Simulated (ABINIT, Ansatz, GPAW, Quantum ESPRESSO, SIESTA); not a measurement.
**Mo (Im-3m, 1 atom in the cell) computed with different codes at matched settings**

Self-consistent single point, at a second geometry (lattice scaled by 0.98). First geometry:

```
CELL_PARAMETERS angstrom
     -1.56797     1.56797     1.56797
      1.56797    -1.56797     1.56797
      1.56797     1.56797    -1.56797
ATOMIC_POSITIONS crystal
  Mo 0.00000 0.00000 0.00000
```

Shared settings, as Ansatz (a program for electronic structure) writes them: kpoints.mp_grid.grid = 15 15 15; scf.occupations.method = gaussian; scf.occupations.width = 0.05 eV. Potentials and cutoffs stand in the table.

```tsv
code	model	ΔF from the first geometry (meV/atom)	pressure (GPa)	cutoff
Ansatz	PBE, default PAW files	91.6	26.40	default
SIESTA	GGA PBE, numerical atomic orbitals DZP, PseudoDojo PBE standard norm-conserving potentials (rewritten from UPF to PSML)	85.3	25.92	grid 400 Ry
ABINIT	PBE, PAW (JTH v2.0 PBE PAW)	93.7	26.85	20 Ha
Quantum ESPRESSO	PBE, SSSP 1.1.2 efficiency (PBE) pseudopotentials	90.8	26.21	60 Ry
GPAW	PBE, GPAW PAW datasets PBE (gpaw-data 1.0.1)	88.6	25.68	550 eV
```

On Ansatz's run: spin polarisation is off.

The spread over the programs that give each value: ΔF from the first geometry within 8.4 meV/atom; pressure within 1.17 GPa.

SIESTA uses small atom-centred bases, whose incompleteness enters pressures, forces and empty levels differently from a plane-wave cutoff. Ansatz's pressure is given at a fixed set of plane waves, as the other plane-wave codes print theirs; with its correction for the finite basis it is 26.46 GPa.

The starting cell comes from a database of computed structures (which also holds hypothetical and non-ambient phases and stackings), without a prior relaxation at this level. Its lattice was rescaled by a random factor within 2.5 % of one. For this run, on top of that: lattice scaled by 0.98.

Left out of this page: Elk and FLEUR (not drawn, or without a comparable value).

Keys are those of Ansatz 0.2.
